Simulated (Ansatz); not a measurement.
## GaN, response to strain

Take GaN in the zinc blende structure (space group F-43m, No. 216; a = 4.455 Å) as the base. Axes: x, y, z lie along the cube axes.

Strains are applied to the cell and any free atomic positions relax; under biaxial strain the out-of-plane vector relaxes too.

The values are results of Kohn–Sham DFT with the LDA functional, run in Ansatz (a program for electronic structure) with PAW and 420 eV plane waves, without spin-orbit coupling, not measurements.

Candidates:
(a) biaxial strain +2.50 %, plane normal [001], relaxed out of plane
(b) biaxial strain −1.50 %, plane normal [001], relaxed out of plane
(c) biaxial strain −3.00 %, plane normal [001], relaxed out of plane

Base values:

The band gap is 1.96 eV.

Problem. Order them by band gap, lowest first.

Solution. (a) biaxial strain +2.50 %, plane normal [001], relaxed out of plane (1.66 eV), (b) biaxial strain −1.50 %, plane normal [001], relaxed out of plane (1.99 eV), (c) biaxial strain −3.00 %, plane normal [001], relaxed out of plane (2.03 eV)

Stability against distortions was not tested. This is not the structure that GaN has at room temperature and ambient pressure.
